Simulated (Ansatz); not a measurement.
For BeS (model structure, started from the BeO type, P4₂/mnm, No. 136, 8 atoms in the cell), PBEsol (plane waves, PAW; Ansatz, an electronic-structure program) gives:

equilibrium lattice constant a: 5.872 Å
lattice parameter c: 3.442 Å
cohesive energy: 4.72 eV/atom
band gap: 3.10 eV

### Question
What does r²SCAN+rVV10 in Ansatz (PAW) give for the same quantities?

### Answer

- lattice constant a: 5.890 Å (goes up by 0.3 %)
- lattice parameter c: 3.456 Å (rises by 0.4 %)
- cohesive energy: 4.65 eV/atom (falls by 0.07 eV/atom)
- band gap: 3.66 eV (goes up by 0.56 eV)

Changes are worked out from the printed values.

Unless a cell is named, each level is at its own relaxed cell (PBEsol 14.83, r²SCAN+rVV10 14.99 Å³/atom).

Density-functional gaps are differences of (generalised) Kohn–Sham levels.

Ansatz's density-functional and Hartree–Fock values are scalar-relativistic unless marked +SOC, with PAW data made under PBE.

A model structure was made by putting elements into a prototype or built by hand; it is no filed structure, need not be a known phase, and can be a saddle point held by its symmetry.
